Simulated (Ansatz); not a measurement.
## What pressure 15 GPa does to Ir

Start from Ir in the fcc (Cu type) structure (space group Fm-3m, No. 225; a = 3.8444 Å).

Modification: cell and atoms relaxed at a pressure of 15 GPa.

Computed with DFT with r2SCAN, PAW potentials and a 500 eV plane-wave cutoff in Ansatz (a first-principles code), scalar-relativistic without spin-orbit coupling. Settings: 21×21×21 k-points, 0.05 eV Fermi–Dirac smearing.

| quantity | base | changed | shift |
|---|---|---|---|
| volume per atom | 14.20 Å³ | 13.70 Å³ | -0.506 Å³ |
| density | 22.47 g/cm³ | 23.30 g/cm³ | +0.83 g/cm³ |
| lattice parameter a | 7.265 bohr | 7.178 bohr | -0.087 bohr |
| enthalpy H = E + PV relative to the base's energy | – | +1.31 eV/atom | – |
| band gap | zero | zero | – |

Cost of the whole job for the changed cell (relaxation, final SCF and bands): roughly 40 core-seconds.

Load acts through the strain it causes; cell and atoms are relaxed under it. No phonon test of stability was made. No other phases were tried under pressure. All final runs are without spin polarisation.
